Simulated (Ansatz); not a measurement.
The parent structure is CdSe in the zinc blende structure (space group F-43m, No. 216; a = 6.0816 Å). Axes: x, y, z lie along the cube axes.

Method: PBEsol (Ansatz, a program for electronic structure, PAW, no spin-orbit coupling).

Modification: the cell is stretched by 3.00 % along z with no lateral relaxation, atoms relaxed at fixed cell.

**Question.** Predict the stress tensor and what it implies for the stiffness.

**Answer.** Stress of the strained cell less that of the base (GPa, compression positive):
```
  -1.26    0.00    0.00
   0.00   -1.26    0.00
   0.00    0.00   -1.85
```

Then −Δσ_ii/ε with ε = 0.0300 gives secant stiffness values (nonlinear terms included at this strain): C33 ≈ 62 GPa, C13 ≈ 42 GPa and C23 ≈ 42 GPa.

As a check, the harmonic strain energy −½ V₀ Δσ:ε is 4.9 meV/atom; the computed energy rise is 4.9 meV/atom.

Stability against distortions was not tested.
